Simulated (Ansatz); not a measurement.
Take ZrSi2 (space group Cmcm, No. 63; a = 3.704 Å, b = 14.792 Å, c = 3.679 Å) as the base.

(Cell as relaxed with PBE.)

Levels (all Ansatz, a quantum-chemistry and plane-wave program, PAW): PBE (420 eV, without spin-orbit coupling); PBEsol (420 eV, spin-orbit coupling left out).

Each level relaxes its own structure.

```json
[
 {"base": "volume per atom", "PBE": "16.80 Å³", "PBEsol": "16.31 Å³"},
 {"base": "band gap", "PBE": "zero", "PBEsol": "zero"}
]
```

One thing is altered: C takes the place of Si on all its sites, then cell and atoms are relaxed.

| quantity | PBE | PBEsol |
|---|---|---|
| shortest interatomic distance | 3.128 bohr | 3.091 bohr |
| band gap | zero | zero |

PBE's shortest interatomic distance lies 0.037 bohr above PBEsol's (1.2 %); the two agree on the band gap. Neither level is exact; PBEsol is the comparison here, not a measurement.

Whether these cells are dynamically stable was not tested. As relaxed here, ZrC2 is a hypothetical phase, not in the database extracts checked. The final runs are not spin-polarised.
